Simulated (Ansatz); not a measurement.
The reference is HfSi2 (space group Cmcm, No. 63).

```cif
data_Hf2Si4
_chemical_formula_sum 'Si4 Hf2'
_space_group_name_H-M_alt 'P 1'
_space_group_IT_number 1
_cell_length_a 7.52788
_cell_length_b 7.52788
_cell_length_c 3.65834
_cell_angle_alpha 90.000
_cell_angle_beta 90.000
_cell_angle_gamma 151.685
loop_
_space_group_symop_operation_xyz
  'x, y, z'
loop_
_atom_site_label
_atom_site_type_symbol
_atom_site_fract_x
_atom_site_fract_y
_atom_site_fract_z
_atom_site_occupancy
Si1 Si 0.94569 0.05431 0.75000 1
Si2 Si 0.05431 0.94569 0.25000 1
Si3 Si 0.24976 0.75024 0.75000 1
Si4 Si 0.75024 0.24976 0.25000 1
Hf1 Hf 0.60552 0.39448 0.75000 1
Hf2 Hf 0.39448 0.60552 0.25000 1
```

All numbers come from PBE, PAW, 420 eV (Ansatz, an electronic-structure program; scalar-relativistic without spin-orbit coupling), earlier PAW set.

One change was made to it. Results:

```json
[
 {"quantity": "density", "base": "7.93 g/cm³", "after": "8.74 g/cm³"},
 {"quantity": "shortest interatomic distance", "base": "2.421 Å", "after": "2.383 Å"},
 {"quantity": "band gap", "base": "zero", "after": "zero"}
]
```

Question: What was done to the base?
A) pressure −1 GPa
B) pressure 50 GPa
C) pressure −2 GPa
D) pressure 7 GPa
E) pressure 15 GPa

Answer: E, pressure 15 GPa. For comparison, the density in the other runs: pressure −2 GPa gives 7.80 g/cm³; pressure −1 GPa gives 7.86 g/cm³; pressure 50 GPa gives 10.13 g/cm³; pressure 7 GPa gives 8.33 g/cm³.

Load acts through the strain it causes; cell and atoms are relaxed under it. Whether these cells are dynamically stable was not tested. Competing high-pressure phases were not computed. The final runs are not spin-polarised.
